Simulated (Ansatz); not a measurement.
## Response to strain in AlRu

Take AlRu in the CsCl type structure (space group Pm-3m, No. 221; a = 2.983 Å; relaxed with 0.1 eV smearing) as the base.

Strains are applied to the cell and any free atomic positions relax.

Computed with Kohn–Sham DFT with the r2SCAN functional, run in Ansatz (a quantum-chemistry and plane-wave program) with PAW and 500 eV plane waves, without spin-orbit coupling.

Notes on the quantities. energy relative to the base: free energy F.

```
case                      energy relative to the base  volume per atom  pressure
------------------------  ---------------------------  ---------------  --------
base                                       0 meV/atom         13.27 Å³   0.0 GPa
isotropic strain −3.00 %                 +82 meV/atom         12.11 Å³  24.5 GPa
isotropic strain −2.50 %                 +56 meV/atom         12.30 Å³  19.7 GPa
isotropic strain −2.00 %                          [?]         12.49 Å³       [?]
isotropic strain −1.50 %                 +19 meV/atom         12.69 Å³  11.0 GPa
isotropic strain −1.00 %                +8.5 meV/atom         12.88 Å³   7.1 GPa
isotropic strain −0.50 %                +2.1 meV/atom         13.08 Å³   3.4 GPa
```

### Question
What belongs in the blanks?

### Answer

- isotropic strain −2.00 %, energy relative to the base: +35 meV/atom
- isotropic strain −2.00 %, pressure: 15.2 GPa

Stability against distortions was not tested. All final runs are without spin polarisation.
